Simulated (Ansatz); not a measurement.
The starting structures come from a database of crystals and need not be the phases stable at ambient conditions.

Inside the gap of an insulator the Bloch states are evanescent, with a wavenumber k + iκ along the transport direction.

Here is the system:

```yaml
crystal:
  lattice:
    - [7.52369, 0.00000, 0.00000]
    - [-0.55322, 7.55577, 0.00000]
    - [-3.29783, 2.46792, 5.51735]
  atoms:
    - { symbol: Cd, position: [0.87020, 0.77560, 0.53930] }
    - { symbol: Cd, position: [0.12980, 0.22440, 0.46070] }
    - { symbol: Hg, position: [0.35970, 0.78310, 0.51720] }
    - { symbol: Hg, position: [0.64030, 0.21690, 0.48280] }
    - { symbol: Hg, position: [0.63650, 0.21760, 0.97730] }
    - { symbol: Hg, position: [0.36350, 0.78240, 0.02270] }
    - { symbol: S, position: [0.86440, 0.69490, 0.07200] }
    - { symbol: S, position: [0.13560, 0.30510, 0.92800] }
    - { symbol: O, position: [0.11130, 0.17760, 0.14190] }
    - { symbol: O, position: [0.88870, 0.82240, 0.85810] }
    - { symbol: O, position: [0.80160, 0.13620, 0.35030] }
    - { symbol: O, position: [0.19840, 0.86380, 0.64970] }
    - { symbol: O, position: [0.82510, 0.82720, 0.16650] }
    - { symbol: O, position: [0.17490, 0.17280, 0.83350] }
    - { symbol: O, position: [0.93920, 0.43830, 0.73510] }
    - { symbol: O, position: [0.06080, 0.56170, 0.26490] }
    - { symbol: O, position: [0.53130, 0.73310, 0.38180] }
    - { symbol: O, position: [0.46870, 0.26690, 0.61820] }
    - { symbol: O, position: [0.30930, 0.41520, 0.99930] }
    - { symbol: O, position: [0.69070, 0.58480, 0.00070] }
```

Space group of this cell: P-1. The cell is taken as given; by r2SCAN its mean pressure is -5.1 GPa.

Transport runs along the normal of the first two printed cell vectors.

No gap correction and no spin-orbit coupling; mid-gap values are interpolated between computed energies.

Compute, with r2SCAN (Ansatz, an electronic-structure program), the band gap and the smallest decay constant κ at mid-gap.

Gap 1.74 eV on a 6×6×6 mesh; κ = 0.262 1/Å, at the zone centre.
